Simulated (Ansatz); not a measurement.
Reference: Pt (Fm-3m), PBEsol, rigid bands (plane waves, PAW, scalar-relativistic; Ansatz, a program for electronic structure); geometry: cell and atoms relaxed with PBEsol.

```cif
data_Pt4
_chemical_formula_sum 'Pt4'
_space_group_name_H-M_alt 'Fm-3m'
_space_group_IT_number 225
_space_group_name_Hall '-F 4 2 3'
_cell_length_a 3.91897
_cell_length_b 3.91897
_cell_length_c 3.91897
_cell_angle_alpha 90.000
_cell_angle_beta 90.000
_cell_angle_gamma 90.000
loop_
_atom_site_label
_atom_site_type_symbol
_atom_site_symmetry_multiplicity
_atom_site_Wyckoff_symbol
_atom_site_fract_x
_atom_site_fract_y
_atom_site_fract_z
_atom_site_occupancy
Pt1 Pt 4 a 0.00000 0.00000 0.00000 1
```
(The calculation used a cell of 1 atom; values per cell refer to that cell.)

density of states at the Fermi level per atom: 2.0 states/eV
Drude plasma energy: 8.9 eV
root-mean-square Fermi velocity: 4.8 ×10⁵ m/s

### Question
Replace Pt by Al on the same sites and relax. What happens?

### Answer
Al (Fm-3m): volume per atom 15.0 to 16.2 Å³; density of states at the Fermi level per atom falls (2.0 states/eV to 0.41 states/eV); Drude plasma energy rises (8.9 eV to 12.4 eV); root-mean-square Fermi velocity rises (4.8 ×10⁵ m/s to 15.4 ×10⁵ m/s).

### Question
Swap Pt for Au, keeping the structure type. How do these values move?

### Answer
Au (Fm-3m): volume per atom 15.0 to 17.0 Å³; density of states at the Fermi level per atom falls (2.0 states/eV to 0.28 states/eV); Drude plasma energy stays about the same (8.9 eV to 8.9 eV); root-mean-square Fermi velocity rises (4.8 ×10⁵ m/s to 13.5 ×10⁵ m/s).

### Question
Swap Pt for Ag, keeping the structure type. How do these values move?

### Answer
Ag (Fm-3m): volume per atom 15.0 to 16.7 Å³; density of states at the Fermi level per atom falls (2.0 states/eV to 0.26 states/eV); Drude plasma energy stays about the same (8.9 eV to 9.2 eV); root-mean-square Fermi velocity rises (4.8 ×10⁵ m/s to 14.3 ×10⁵ m/s).

Moves up to 12 % count as about the same. Metals at this level; values at 300 K, both spins, means over directions. As a rough test of the mesh, the Fermi surface's area from every second k point differs by up to 8 %. Spin-orbit coupling is left out.

The missing spin-orbit coupling matters most for Au (Fm-3m), Pt (Fm-3m).
